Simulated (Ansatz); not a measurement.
A computed series for PbF2: pressure series

Take PbF2 in the fluorite structure (space group Fm-3m, No. 225; a = 6.0007 Å) as the base.

Cell and atoms are relaxed at each pressure.

Calculations: DFT with PBE, PAW potentials and a 420 eV plane-wave cutoff in Ansatz (a first-principles code), spin-orbit coupling left out.

Two rows of this table had their results exchanged by mistake.

```tsv
pressure	volume per atom (Å³)	shortest distance (Å)	band gap
pressure −2 GPa	18.60	2.627	4.41 eV
pressure −1 GPa	18.29	2.612	4.42 eV
pressure 1.8 GPa	16.21	2.509	4.39 eV
pressure 4.2 GPa	17.04	2.551	4.41 eV
pressure 9 GPa	17.56	2.577	4.42 eV
pressure 30 GPa	14.04	2.391	4.25 eV
pressure 45 GPa	13.11	2.337	4.11 eV
pressure 60 GPa	12.41	2.295	3.95 eV
```

Which two?

The rows for pressure 1.8 GPa and pressure 9 GPa: the volume has to fall steadily with pressure, so 17.56 Å³ belongs to pressure 1.8 GPa and 16.21 Å³ to pressure 9 GPa.

Spin-orbit coupling, missing from the scalar runs, can matter with Pb. Load acts through the strain it causes; cell and atoms are relaxed under it. Stability against distortions was not tested. Competing high-pressure phases were not computed.
